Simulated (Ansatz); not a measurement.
The reference is GaSe in the beta-GaS type structure (space group P6_3/mmc, No. 194; a = 3.769 Å, c = 15.964 Å; layered, stacked along the Cartesian z axis).

All numbers come from PBE-D3(BJ) (Ansatz, a first-principles code), no SOC, earlier PAW set.

Base values:

| Quantity | Value |
|---|---|
| Valley order | Γ 0.87 eV; M (1/2, 0, 0) 1.02 eV; K (1/3, 1/3, 0) 1.43 eV |
| Valence-band top at Γ | 0.00, -1.20, -1.20 eV |

Perturbation: cell and atoms relaxed at a pressure of 4.2 GPa.

### Question
Predict the new valley order and valence-band top at Γ.

### Answer
The valley order (the lowest conduction-band minima on the path, energy above the VBM, named in the base's zone) changes from Γ 0.87 eV; M (1/2, 0, 0) 1.02 eV; K (1/3, 1/3, 0) 1.43 eV to M (1/2, 0, 0) 0.74 eV; K (1/3, 1/3, 0) 0.87 eV; Γ 1.07 eV; the valence-band top at Γ (three highest levels, from the VBM) becomes 0.00, -1.24, -1.24 eV (base: 0.00, -1.20, -1.20 eV).

The levels and masses belong to the bands next to the band gap. Load acts through the strain it causes; cell and atoms are relaxed under it. Whether these cells are dynamically stable was not tested.
